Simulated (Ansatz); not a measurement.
The parent structure is KF in the rock salt structure (space group Fm-3m, No. 225; a = 5.421 Å).

Level of theory: PBE in Ansatz (plane waves to 420 eV, PAW, no spin-orbit coupling).

Before the change:

| Property | Result |
|---|---|
| Electron mass | 0.55 mₑ (at Γ) |

It is then changed as follows: an isotropic linear strain of −2.09 %, atoms relaxed at fixed cell.

Problem. What does the calculation give for the energy relative to the base, electron mass and mean gap deformation potential ΔEg/Δln V after the change?

Solution. The energy rises by 7.7 meV/atom; the electron mass goes from 0.55 mₑ (at Γ) to 0.54 mₑ (at Γ); the mean gap deformation potential ΔEg/Δln V is -5.2 eV.

Masses are band curvatures over ±0.01 Å⁻¹ around the edge. No phonon test of stability was made.

Ansatz is an electronic-structure program.
